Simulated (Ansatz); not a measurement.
Worked example: self-consistent single point of Tc3Ir (P3m1, 8 atoms in the cell) in Ansatz (an electronic-structure program).

Method: PBEsol, default PAW files made with PBE (plane waves; Ansatz).

```xyz
8
Lattice="5.4792 0.0000 0.0000 -2.7396 4.7452 0.0000 0.0000 0.0000 4.3290" Properties=species:S:1:pos:R:3 pbc="T T T"
Tc     4.1617     0.7607     3.2467
Tc    -1.4221     3.9845     1.0822
Tc     1.4221     3.9845     1.0822
Tc     1.3176     0.7607     3.2467
Tc     2.7396     3.2238     3.2467
Tc     0.0000     1.5214     1.0822
Ir     2.7396     1.5817     1.1322
Ir     0.0000     3.1634     3.2467
```

Reference input (self-consistent single point, DFT, PBEsol, plane waves, default PAW files made with PBE): basis.ecutwfc = 500 eV; kpoints.mp_grid.grid = 4 4 5; hamiltonian.xc = pbesol; hamiltonian.pseudopotentials = {kind: paw} (the program's default PAW files); scf.occupations.method = fermi_dirac; scf.occupations.width = 0.1 eV. This run's input differs from it in these lines:

Ansatz 0.2 input:
```diff
@@ -18,3 +18,3 @@
 kpoints:
-  mp_grid: { grid: [4, 4, 5] }
+  mp_grid: { grid: [9, 9, 10] }
 hamiltonian:
@@ -23,3 +23,3 @@
 scf:
-  occupations: { method: fermi_dirac, width: 0.1 }
+  occupations: { method: fermi_dirac, width: 0.3 }
 output:
```

The program printed (abridged):

```
SCF iter   1: F=—  HF=-55633.520016 eV  |F-HF|=—  |Δ(HF+E_count)|=         —  Δρ=1.44e-1  dr2=5.65e1  ethr=3.10e-3  ⟨swp⟩=5.1  Hψ=25815  notcnv=0
all-band conjugate gradients solve this SCF's bands
preconditioner: auto → Kerker (q_TF=auto, 2.773 Å⁻¹)
SCF iter   2: F=—  HF=-55629.137766 eV  |F-HF|=—  |Δ(HF+E_count)|=    4.38e0  Δρ=8.03e-2  dr2=1.89e1  ethr=3.10e-3  ⟨swp⟩=2.1  Hψ=13229  notcnv=0
   [... lines left out ...]
SCF iter   5: F=—  HF=-55626.939189 eV  |F-HF|=—  |Δ(HF+E_count)|=   3.44e-4  Δρ=5.65e-4  dr2=6.97e-4  ethr=2.44e-6  ⟨swp⟩=2.0  Hψ=13608  notcnv=0
SCF iter   6: F=—  HF=-55626.939025 eV  |F-HF|=—  |Δ(HF+E_count)|=   1.64e-4  Δρ=1.09e-4  dr2=1.70e-5  ethr=5.62e-7  ⟨swp⟩=2.0  Hψ=10825  notcnv=0
SCF iter   7: F=—  HF=-55626.939035 eV  |F-HF|=—  |Δ(HF+E_count)|=   9.88e-6  Δρ=2.01e-5  dr2=4.57e-7  ethr=1.37e-8  ⟨swp⟩=2.0  Hψ=11473  notcnv=0
SCF iter   8: F=-55626.939034 eV  HF=-55626.939034 eV  |F-HF|=4.21e-9  |Δ(HF+E_count)|=   6.50e-8  Δρ=3.28e-6  dr2=9.72e-9  ethr=8.06e-11  ⟨swp⟩=6.0  Hψ=28614  notcnv=0
SCF 1 converged in 8 iterations: F = -55626.939034 eV  dr2 = 9.72e-9
Free energy (F): -55626.939034 eV
Internal energy: -55625.054430 eV  (E = F + TS)
E sigma→0 (E₀):  -55625.996732 eV
Entropy (-TS):   -1.884604 eV (-235.576 meV/atom)
Fermi energy:    23.481019 eV
--- Forces (eV/Å), atoms counted from 1 ---
  atom   1  Tc    -0.34128393     0.19704039     0.15712346
  atom   2  Tc     0.35614421    -0.20561998     0.01435771
  atom   3  Tc    -0.35614423    -0.20561994     0.01435771
  atom   4  Tc     0.34128395     0.19704036     0.15712346
  atom   5  Tc    -0.00000002    -0.39408075     0.15712346
  atom   6  Tc     0.00000002     0.41123992     0.01435771
  atom   7  Ir    -0.00000000     0.00000000    -0.57795462
  atom   8  Ir     0.00000000    -0.00000000     0.06350726
--- Stress (GPa, compression-positive) ---
       -0.715716       0.000000      -0.000000
        0.000000      -0.715716       0.000000
       -0.000000       0.000000      -0.455780
  P = ⅓ Tr σ = -0.6291 GPa (-6.291 kbar)
  The stress holds the Pulay correction. Without it, at fixed plane waves, as pw.x and ABINIT print it: P = -0.6596 GPa
```

The run converged in 8 iterations. Against the reference run the free energy drops by 109 meV/atom, the pressure goes from -2.05 to -0.63 GPa and the largest force goes from 0.520 to 0.578 eV/Å.

The starting cell comes from a database of computed structures (which also holds hypothetical and non-ambient phases and stackings), without a prior relaxation at this level. Its lattice was rescaled by up to half a per cent. One atom was moved a little off its site on purpose. Spin polarisation is off. Ansatz's pressure includes its estimate of the finite-basis (Pulay) stress.

Cost on one core of a shared machine: roughly 90 s.
